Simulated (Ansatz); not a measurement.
Adsorption energy and surface dipole of H on the 1x1 (101) surface of anatase TiO2 (cut with top plane O), one in a 2x1 cell, started at the site 'over Ti at depth 1.4 Å', worked from the runs' numbers; total energies count from the potentials' own zero.

Host crystal: anatase TiO2, with a band gap (PBE, scalar-relativistic without spin-orbit coupling).

Level of theory: RPBE, at the PBE geometry (plane waves to 420 eV, PAW; Ansatz, a quantum-chemistry and plane-wave program).

Set-up: 37 atoms, 9.4 Å thick at the start under the adsorbate (thin: gaps and levels are the slab's own); mesh 3x4x1; 0.01 eV smearing; dipole correction on; single point; no symmetry held, on the structure that PBE left; spin-polarised, ending with about 0.5 μB a cell, a value that depends on the mesh; orders that need a larger cell were not tried, no spin-orbit, no U, no dispersion correction. The slab shows no gap over 0.04 eV on its mesh. At the end it is bonded to O. In PBE it is, or lies within 0.03 eV of, the lowest of the starts that converged; the order may differ at this level.

| quantity | value |
|---|---|
| slab with the adsorbate | -43773.163 eV |
| clean slab, same cell and mesh | -43757.536 eV |
| reference, ½ H2(g) | -16.036 eV |
| area of the cell | 39.58 Å² |
| change of the step from the bottom to the top vacuum level | -1.016 eV |

Question: What is the adsorption energy against this reference?

Answer: E(slab + adsorbate) − E(slab) − E(reference) = 0.41 eV, so in this state the adsorbate is less stable than in the reference, at a coverage of 2.53 a nm².

Question: What dipole does adsorption add to the slab along the outward normal (Helmholtz relation, ε₀ = 0.005526 e/(V·Å))?

Answer: p = −ε₀·A·ΔV = 0.222 e·Å = 1.07 D; its positive end points to the vacuum, which lowers the vacuum level.
